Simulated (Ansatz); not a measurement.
# Zr: energy against strain

Zr (hcp, P6_3/mmc, 22.470 Å³/atom at rest, c along z) under a strain ε along c (axis z), the other axes held. PBEsol in Ansatz, a plane-wave DFT program (PAW, default set), 420 eV, 21×21×11 Γ-centred mesh, Fermi-Dirac smearing 0.10 eV; ions are relaxed within the symmetry of each cell.

Here s stands for strain and y for E less E0.

| strain (%) | E less E0 (meV/atom) |
|---|---|
| -1.50 | 2.30 |
| -1.00 | 0.90 |
| -0.50 | 0.14 |
| 0.00 | 0.00 |
| 0.50 | 0.47 |
| 1.00 | 1.52 |
| 1.50 | 3.15 |
| 3.00 | ? |

Fit y against s with a parabola, and predict the withheld value at s = 3.00.

Least squares gives y = 0.001 + 0.2943·s + 1.2105·s². Residuals (row less fit): 0.017, -0.017, -0.016, -0.001, 0.019, 0.014, -0.016; standard error 0.020 (degrees of freedom: 4). Twice the quadratic coefficient over the volume, 2 × 1.2105 meV × 10⁴ × 0.1602 / 22.470 Å³, is the elastic constant C33 = 173 ± 1.3 GPa. At the withheld row, y = 0.001 + 0.2943 × 3.0 + 1.2105 × 3.0² = 11.778 meV/atom. The calculation gives 11.24 meV/atom, 0.538 meV/atom below the prediction (4.8 % of the range of y in the table). The row lies outside the fitted rows, so this is an extrapolation. From the scatter of the fitted rows alone, a prediction at this place has a standard error of 0.078 meV/atom, so the miss is 6.9 times that.

One order more, fitted to all 13 runs of the series, follows each within 0.01, so the miss is the next term of a smooth law. In a metal these values are sensitive to mesh and smearing; energies are taken to zero smearing, stresses follow the free energy. Rows are the converged runs of the series near zero and its far end; series whose fitted rows scatter by over a few per cent of the range, as at a crossing or softening among them, aren't shown in this form. Most that stay on the fit to the last digits aren't either.
